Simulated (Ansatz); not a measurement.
Start from InAs in the zinc blende structure (space group F-43m, No. 216; a = 6.110 Å). Axes: x, y, z lie along the cube axes.

The values are results of r2SCAN (Ansatz, a quantum-chemistry and plane-wave program; PAW; 500 eV plane waves; scalar-relativistic without spin-orbit coupling), not measurements.

Now apply this change: an isotropic linear strain of −1.50 %, atoms relaxed at fixed cell.

Predict the stress tensor and what it implies for the stiffness.

Stress of the strained cell less that of the base (GPa, compression positive):
```
   2.88    0.00    0.00
   0.00    2.88    0.00
   0.00    0.00    2.88
```

Then B = −ΔP/(ΔV/V₀) with ΔV/V₀ = -0.0443 gives secant stiffness values (nonlinear terms included at this strain): B ≈ 65 GPa.

As a check, the harmonic strain energy −½ V₀ Δσ:ε is 12 meV/atom; the computed energy rise is 11 meV/atom.

Stability against distortions was not tested.
